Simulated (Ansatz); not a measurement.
## Effect of Al → Eu on TiAl

The parent structure is TiAl (space group P4/mmm, No. 123; a = 2.797 Å, c = 4.032 Å).

It is then changed as follows: every Al is replaced by Eu; the structure is relaxed again.

Computed with Ansatz (an electronic-structure program), PBEsol, PAW, cutoff 420 eV, scalar-relativistic without spin-orbit coupling. Γ-centred 15×15×10 mesh, Fermi–Dirac width 0.05 eV, for the changed cell.

```tsv
quantity	base	changed	shift
density	3.94 g/cm³	7.26 g/cm³	+3.32 g/cm³
c/a ratio	1.442	1.458	+0.016
space group	P4/mmm (No. 123)	P4/mmm (No. 123)	–
shortest interatomic distance	2.797 Å	3.153 Å	+0.356 Å
band gap	zero	zero	–
magnetic state	not spin-polarised	ferromagnetic	–
```

Final structure:

```xyz
2
Lattice="3.1531 0.0000 0.0000 0.0000 3.1531 0.0000 0.0000 0.0000 4.5967" Properties=species:S:1:pos:R:3 pbc="T T T"
Eu     1.5766     1.5766     2.2983
Ti     0.0000     0.0000     0.0000
```

Other magnetic orders, which the real material may have, were not ruled out. The state of the 4f shell was not checked for lower solutions. No phonon test of stability was made. As relaxed here, EuTi is a hypothetical phase, not in the database extracts checked. Spin-polarised in the final run: EuTi; the other runs are not.
